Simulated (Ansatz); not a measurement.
The parent structure is Rb₂LiTlBr₆ (space group Fm-3m, No. 225; a = 10.814 Å; a cell from a computed database, its experimental status unchecked). Axes: x, y, z lie along the cube axes.

All numbers come from PBEsol in Ansatz (plane waves to 420 eV, PAW, no spin-orbit coupling), earlier PAW set.

Strains are applied to the cell and any free atomic positions relax; under biaxial strain the out-of-plane vector relaxes too.

One change was made to it. Results:

| quantity | base | after |
|---|---|---|
| energy relative to the base (free energy F) | 0 meV/atom | +0.8 meV/atom |
| valence-band top at Γ (three highest levels, from the VBM) | 0.00, 0.00, 0.00 eV | 0.00, 0.00, -0.05 eV |

Q: What was done to the base?
(A) biaxial strain −3.19 %, plane normal [001], relaxed out of plane
(B) strain tensor (xx, yy, zz, yz, xz, xy) = (+0.11, −0.34, −1.35, −1.33, +0.37, +2.21) %
(C) biaxial strain −2.34 %, plane normal [001], relaxed out of plane
(D) uniaxial strain ε_zz = −1.49 %

A: D, uniaxial strain ε_zz = −1.49 %. For comparison, the energy relative to the base in the other runs: biaxial strain −3.19 %, plane normal [001], relaxed out of plane gives +8.9 meV/atom; biaxial strain −2.34 %, plane normal [001], relaxed out of plane gives +4.6 meV/atom; strain tensor (xx, yy, zz, yz, xz, xy) = (+0.11, −0.34, −1.35, −1.33, +0.37, +2.21) % gives +3.4 meV/atom.

Spin-orbit coupling, missing from the scalar runs, can matter with Tl. The levels and masses belong to the bands next to the band gap. Stability against distortions was not tested.

Ansatz is a first-principles code.
